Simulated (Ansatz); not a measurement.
The parent structure is PtTe2 (space group P-3m1, No. 164; layered; relaxed with 0.1 eV smearing).

```yaml
crystal:
  lattice:
    - [4.05264, 0.00000, 0.00000]
    - [-2.02632, 3.50969, 0.00000]
    - [0.00000, 0.00000, 5.09694]
  atoms:
    - { symbol: Te, position: [0.33333, 0.66667, 0.26692] }
    - { symbol: Te, position: [0.66667, 0.33333, 0.73308] }
    - { symbol: Pt, position: [0.00000, 0.00000, 0.00000] }
```

All numbers come from PBE-D3(BJ) in Ansatz (plane waves to 420 eV, PAW, without spin-orbit coupling).

Strains are applied to the cell and any free atomic positions relax.

One change was made to it. Results:

The energy rises by 5.5 meV/atom; the largest internal atomic displacement comes out as 0.022 Å; the pressure (mean of the normal stresses, compression positive) goes from zero to 2.5 GPa.

### Question
Which change produced these results?
A) isotropic strain −0.50 %
B) isotropic strain −1.00 %
C) isotropic strain −2.50 %

### Answer
B, isotropic strain −1.00 %. For comparison, the energy relative to the base in the other runs: isotropic strain −0.50 % gives +1.3 meV/atom; isotropic strain −2.50 % gives +37 meV/atom.

No phonon test of stability was made. All final runs are without spin polarisation.

Ansatz is a program for electronic structure.
